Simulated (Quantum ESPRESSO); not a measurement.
Several settings converged on CuPd (P4mm, 2 atoms in the cell)

```xyz
2
Lattice="2.9655 0.0000 0.0000 0.0000 2.9655 0.0000 0.0000 0.0000 2.9655" Properties=species:S:1:pos:R:3 pbc="T T T"
Cu     0.0000     0.0000     0.0500
Pd     1.4828     1.4828     1.4828
```

Base method: PBEsol, PSlibrary ultrasoft (PBE) pseudopotentials (plane waves; Quantum ESPRESSO 7.5).

Base settings: ecutwfc = 50 Ry; ecutrho = 600 Ry; occupations = smearing; smearing = gaussian; degauss = 0.0073499 Ry; input_dft = pbesol; potentials = {Cu: Cu.pbe-dn-rrkjus_psl.1.0.0.UPF, Pd: Pd.pbe-n-rrkjus_psl.1.0.0.UPF}; K_POINTS = automatic 4 4 4 0 0 0; conv_thr = 1e-09 Ry; mixing_beta = 0.4.

The count of work is k-points × plane waves × bands × iterations; it is no time. Core times come from one kind of shared machine, to one figure; runs under 30 s give none.

**The cutoff for other potential files**

Level: DFT, PBEsol, plane waves, PseudoDojo standard norm-conserving (PBESOL) pseudopotentials.

In this ladder: ecutrho = default; input_dft = default; pseudopotentials = {Cu: Cu.upf, Pd: Pd.upf}.

The second cell is the first with its lattice scaled by 0.98.

The mesh stays at the base's, so the ladder's end is converged at best in this setting alone.

Only quantities that move along the ladder and can be compared are tabulated.

```csv
ecutwfc,free energy less the last step's (meV/atom),energy of the compressed cell less the first (meV/atom),pressure (GPa),largest difference of a force vector from the last step's (eV/Å),count of work / last
43 Ry,23455.45,-2.84,-1066.19,0.020,0.14
52 Ry,6630.28,-52.80,-439.82,0.034,0.15
66 Ry,522.18,17.45,-59.04,0.000,0.21
81 Ry,10.58,34.97,-0.82,0.000,0.28
95 Ry,1.28,35.57,1.23,0.000,0.36
114 Ry,0.69,35.56,1.25,0.000,0.47
142 Ry,0.32,35.55,1.24,0.000,0.65
190 Ry,0.00,35.55,1.25,0.000,1.0
```

Coarsest ecutwfc that holds the free energy within 5 meV/atom of the last step, with all finer ones: 95 Ry, at 0.36 of the last step's count of work; the step before is off by 11 meV/atom.

Coarsest ecutwfc that holds the pressure within 0.2 GPa of the last step, with all finer ones: 95 Ry, at 0.36 of the last step's count of work; the step before is off by 2.1 GPa.

Coarsest ecutwfc that holds the energy of the compressed cell less the first within 1 meV/atom of the last step, with all finer ones: 81 Ry, at 0.28 of the last step's count of work; the step before is off by 18 meV/atom.

The energy difference between the two cells stays within 1 meV/atom of the last step's from 81 Ry on, the total only from 114 Ry on: much of the error is common to both cells and cancels.

At the lowest cutoff the pressure lies 1070 GPa under the last step's, the usual sign of Pulay stress in an incomplete plane-wave basis.

**The relaxed cell against the cutoff**

On CuPd (Pm-3m, 2 atoms in the cell): atoms on their sites.

In this ladder: calculation = vc-relax; tprnfor = default; tstress = default. Moved along: ecutrho.

The mesh stays at the base's, so the ladder's end is converged at best in this setting alone.

Only quantities that move along the ladder and can be compared are tabulated.

```csv
ecutwfc,relaxed volume (Å³/atom),relaxation steps,core time / last (rough)
25 Ry,11.343,2,–
30 Ry,12.645,3,–
35 Ry,13.131,1,–
42 Ry,13.066,1,–
50 Ry,13.125,2,0.2
60 Ry,13.184,2,0.3
75 Ry,13.176,2,0.4
100 Ry,13.188,2,1
```

Coarsest ecutwfc that holds the relaxed volume within 0.026 Å³/atom of the last step, with all finer ones: 60 Ry, at about 0.3 of the last step's time; the step before is off by 0.063 Å³/atom.

At the lowest cutoff the cell relaxes to a volume 14 % smaller than at the highest.

On the base run: the starting cell comes from a database of computed structures (which also holds hypothetical and non-ambient phases and stackings), without a prior relaxation at this level. Its lattice was rescaled by up to half a per cent. One atom was moved a little off its site on purpose. Spin polarisation is off. Without a gap this mesh is coarse (it stands for a supercell whose shortest vector is 12 Å).
